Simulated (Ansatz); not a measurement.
Results of LDA (Ansatz, a first-principles code, plane waves, PAW) for MgSnO3 (model structure, started from the cubic perovskite type, Pm-3m, No. 221, 5 atoms in the cell).

Settings: plane-wave cutoff 520 eV, 8×8×8 k mesh, Fermi–Dirac smearing 0.01 eV, scalar-relativistic PAW data made under PBE.

Cell (relaxed with PBEsol):

```
CELL_PARAMETERS angstrom
      3.98680     0.00000     0.00000
      0.00000     3.98680     0.00000
      0.00000     0.00000     3.98680
ATOMIC_POSITIONS crystal
  Mg 0.00000 0.00000 0.00000
  Sn 0.50000 0.50000 0.50000
  O  0.00000 0.50000 0.50000
  O  0.50000 0.50000 0.00000
  O  0.50000 0.00000 0.50000
```

Problem. What does this level give for the band gap and smallest direct gap on the k points sampled?

Solution. 
* **band gap**: 0.92 eV
* **smallest direct gap on the k points sampled**: 2.05 eV

Note: the relaxation could raise the start's symmetry but not lower it, so the cell can be a saddle point; cell and atoms aren't relaxed at this level (pressure -4.3 GPa).

Spin–orbit coupling is not included.

Static lattice: no zero-point or thermal effects.

Cost on a shared machine: very roughly 8 core-seconds.

A model structure was made by putting elements into a prototype or built by hand; it is no filed structure, need not be a known phase, and can be a saddle point held by its symmetry.
